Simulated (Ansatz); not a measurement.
The parent structure is BN in the wurtzite structure (space group P6_3mc, No. 186; a = 2.523 Å, c = 4.175 Å). Axes: x lies along a and z along c of the hexagonal cell.

Method: LDA (Ansatz, a quantum-chemistry and plane-wave program), spin-orbit coupling left out.

Before the change:

The band gap is 4.93 eV, the pressure is 0.00 GPa and the valence-band top at Γ is 0.00, 0.00, -0.29 eV.

Modification: the cell is compressed by 1.80 % along x with no lateral relaxation, atoms relaxed at fixed cell.

Task: Estimate the effect on the band gap, pressure, hole mass and valence-band top at Γ.

Result: The band gap shrinks by 0.18 eV to 4.75 eV; the pressure (mean of the normal stresses, compression positive) goes from zero to 7.57 GPa; the hole mass is 0.36 mₑ along x, 1.3 mₑ across (at Γ); the valence-band top at Γ (three highest levels, from the VBM) becomes 0.00, -0.17, -0.45 eV (base: 0.00, 0.00, -0.29 eV).

The cells carry an imposed strain or load. Effective masses come from finite differences of ±0.01 Å⁻¹. No phonon test of stability was made.
